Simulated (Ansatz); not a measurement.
Take Ti in the hcp (Mg type) structure (space group P6_3/mmc, No. 194; a = 2.936 Å, c = 4.637 Å) as the base. Axes: x lies along a and z along c of the hexagonal cell.

Calculations: plane-wave PAW DFT at the r2SCAN level (Ansatz, an electronic-structure program, 500 eV), without spin-orbit coupling.

Strains are applied to the cell and any free atomic positions relax; under biaxial strain the out-of-plane vector relaxes too.

One change was made to it. Results:

The pressure (mean of the normal stresses, compression positive) goes from zero to -11.9 GPa; the band gap is still zero.

### Question
What was done to the base?
(A) uniaxial strain ε_zz = +0.63 %
(B) biaxial strain −1.23 %, plane normal [001], relaxed out of plane
(C) isotropic strain +4.31 %

### Answer
C, isotropic strain +4.31 %. For comparison, the pressure in the other runs: biaxial strain −1.23 %, plane normal [001], relaxed out of plane gives 1.8 GPa; uniaxial strain ε_zz = +0.63 % gives -0.7 GPa.

Without a gap, meshes like the base's 18×18×10 leave anisotropic stresses uncertain by several tenths of a GPa, and small strain energies with them. Stability against distortions was not tested. The final runs are not spin-polarised.
